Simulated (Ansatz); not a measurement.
## Several settings converged on Sr2CdPt2 (Imm2, 5 atoms in the cell)

```yaml
crystal:
  lattice:
    - [-2.29031, 2.99801, 4.59499]
    - [2.29031, -2.99801, 4.59499]
    - [2.29031, 2.99801, -4.59499]
  atoms:
    - { symbol: Sr, position: [0.30495, 0.80495, 0.50000] }
    - { symbol: Sr, position: [0.70049, 0.20049, 0.50000] }
    - { symbol: Cd, position: [0.00000, 0.00000, 0.00000] }
    - { symbol: Pt, position: [0.72608, 0.50000, 0.22608] }
    - { symbol: Pt, position: [0.27392, 0.50000, 0.77392] }
```

Base method: PBEsol, default PAW files made with PBE (plane waves; Ansatz, a quantum-chemistry and plane-wave program).

Base settings: basis.ecutwfc = 420 eV; kpoints.mp_grid.grid = 4 4 4; hamiltonian.xc = pbesol; hamiltonian.pseudopotentials = {kind: paw} (the program's default PAW files); scf.occupations.method = gaussian; scf.occupations.width = 0.1 eV.

The count of work is k-points × plane waves × bands × iterations; it is no time. Core times come from one kind of shared machine, to one figure; runs under 30 s give none.

**The cutoff for other potential files**

Level: DFT, PBEsol, plane waves, harder PAW files (source: ansatz) made with PBE.

In this ladder: hamiltonian.pseudopotentials = {kind: paw, source: ansatz}.

The second cell is the first with its lattice scaled by 0.98.

The mesh stays at the base's, so the ladder's end is converged at best in this setting alone.

The first pressure column holds Ansatz's estimate of the finite-basis (Pulay) stress, which hides part of the cutoff error; the other is without it.

Only quantities that move along the ladder and can be compared are tabulated.

| basis.ecutwfc | free energy less the last step's (meV/atom) | energy of the compressed cell less the first (meV/atom) | pressure (GPa) | pressure without the Pulay estimate (GPa) | largest difference of a force vector from the last step's (eV/Å) | count of work / last |
|---|---|---|---|---|---|---|
| 255 eV | 7963.25 | -12.49 | -2.05 | -226.64 | 0.156 | 0.11 |
| 315 eV | 1553.56 | 4.62 | -3.40 | -62.15 | 0.094 | 0.16 |
| 400 eV | 114.26 | -7.69 | -2.90 | -9.44 | 0.007 | 0.23 |
| 485 eV | 4.83 | -8.28 | -2.91 | -3.29 | 0.001 | 0.28 |
| 570 eV | 0.84 | -8.28 | -2.90 | -2.91 | 0.000 | 0.35 |
| 685 eV | 0.61 | -8.29 | -2.90 | -2.91 | 0.000 | 0.47 |
| 855 eV | 0.27 | -8.30 | -2.90 | -2.91 | 0.000 | 0.64 |
| 1140 eV | 0.00 | -8.29 | -2.90 | -2.90 | 0.000 | 1.0 |

Coarsest basis.ecutwfc that holds the pressure within 0.2 GPa of the last step, with all finer ones: 400 eV, at 0.23 of the last step's count of work; the step before is off by 0.50 GPa.

Coarsest basis.ecutwfc that holds the pressure without the Pulay estimate within 0.2 GPa of the last step, with all finer ones: 570 eV, at 0.35 of the last step's count of work; the step before is off by 0.38 GPa.

Coarsest basis.ecutwfc that holds the free energy within 2 meV/atom of the last step, with all finer ones: 570 eV, at 0.35 of the last step's count of work; the step before is off by 4.8 meV/atom.

The energy difference between the two cells stays within 1 meV/atom of the last step's from 400 eV on, the total only from 570 eV on: much of the error is common to both cells and cancels.

At the lowest cutoff the pressure without the Pulay estimate lies 224 GPa under the last step's, the usual sign of Pulay stress in an incomplete plane-wave basis.

**The relaxed cell against the cutoff**

On Sr2CdPt2 (Immm, 5 atoms in the cell): atoms on their sites.

In this ladder: relax = cell and atoms.

The mesh stays at the base's, so the ladder's end is converged at best in this setting alone.

Only quantities that move along the ladder and can be compared are tabulated.

```tsv
basis.ecutwfc	relaxed volume (Å³/atom)	relaxation steps	core time / last (rough)
210 eV	23.718	82	2
250 eV	24.194	56	2
295 eV	24.102	25	0.9
355 eV	24.064	9	0.4
420 eV	24.062	7	0.4
505 eV	24.064	7	0.5
630 eV	24.063	7	0.7
840 eV	24.062	7	1
```

Coarsest basis.ecutwfc that holds the relaxed volume within 0.024 Å³/atom of the last step, with all finer ones: 355 eV, at about 0.4 of the last step's time; the step before is off by 0.039 Å³/atom.

At the lowest cutoff the cell relaxes to a volume 1.4 % smaller than at the highest. Ansatz relaxes on a stress corrected for the finite basis.

On the base run: the starting cell comes from a database of computed structures (which also holds hypothetical and non-ambient phases and stackings), without a prior relaxation at this level. Its lattice was rescaled by up to half a per cent. One atom was moved a little off its site on purpose. Spin polarisation is off. Without a gap this mesh is coarse (it stands for a supercell whose shortest vector is 18 Å).

Keys are those of Ansatz 0.2.
